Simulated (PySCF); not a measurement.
PySCF 2.14.0, R2SCAN/def2-svp, df: C[SiH2]/C=C/[Si](O)(O)O, 18 atoms. The geometry is a generated start, not checked to be a minimum at this level.

| Quantity | Value |
|---|---|
| task | energy |
| method | r2scan |
| basis | def2-svp |
| two-electron scheme | density fitting |
| mol.max_memory | 3000 MB |
| mf.max_cycle | 100 |
| mf.init_guess | minao (default) |
| mf.DIIS | CDIIS (default) |
| mf.conv_tol | 1e-09 (default) |
| mf.grids.level | 3 (default) |
| basis functions | 170 |
| grid points | 221040 |

```xyz
18

Si     2.1098     0.7291    -0.8687
C      3.0846    -0.7674    -0.2159
C      0.3855     0.7472    -0.1035
C     -0.5683    -0.1501    -0.3456
Si    -2.2736    -0.1374     0.4551
O     -2.3313    -0.8751     1.9066
O     -2.7703     1.3971     0.7356
O     -3.2736    -0.9523    -0.5359
H      2.0171     0.6437    -2.3326
H      2.8008     1.9739    -0.4965
H      2.5868    -1.6978    -0.4737
H      4.0840    -0.7969    -0.6412
H      3.1856    -0.7384     0.8646
H      0.1579     1.5503     0.5916
H     -0.3515    -0.9472    -1.0454
H     -1.9798    -0.4165     2.6642
H     -2.9394     1.9740    -0.0034
H     -3.9244    -1.5361    -0.1553
```

One run each on 2 threads, 1 BLAS thread. Values of diis_space tried: 3, 5, 8 (default), 12, 20.

**Question.** Which value of diis_space needs the fewest Fock builds, and what happens away from it?

**Answer.** Fewest Fock builds, within one of each other: 5 with 14, 8 (default) with 13, 12 with 13, 20 with 13. The count rises to 24 at 3. All converge to one solution.

| diis_space | Fock builds | end |
|---|---|---|
| 3 | 24 | same solution |
| 5 | 14 | same solution |
| 8 (default) | 13 | same solution |
| 12 | 13 | same solution |
| 20 | 13 | same solution |
